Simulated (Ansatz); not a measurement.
Neutral impurities on the Si(k) site of 4H silicon carbide: relaxed bond lengths against the impurity's covalent radius (Cordero's table). Calculation: PBE, PAW (plane waves to 420 eV; Ansatz, an electronic-structure program). Cell and caveats: 96-site cell; 2×2×2 shifted k-points; host gap 2.23 eV; no spin–orbit coupling; no Hubbard U; not converged in cell size.

| impurity | x: covalent radius (Å) | y: mean distance to the nearest shell of neighbours (Å) |
|---|---|---|
| Ge | 1.20 | 1.97 |
| Fe | 1.32 | 1.90 |
| W | 1.62 | 2.04 |
| Nb | 1.64 | 2.07 |
| Mo | 1.54 | ? |

### Question
Fit a straight line to the 4 complete rows and predict the last.

### Answer
Means: x = 1.445, y = 1.995; Sxx = 0.144, Sxy = 0.040. Slope 0.040 / 0.144 = 0.28, intercept 1.995 − 0.28 × 1.445 = 1.59 Å; the rows scatter by 0.05 Å about the line, and R² = 0.66, a weak trend. Prediction: 1.59 + 0.28 × 1.54 = 2.02 Å. The calculation gave 2.04 Å, 0.02 Å above the line, within its scatter.
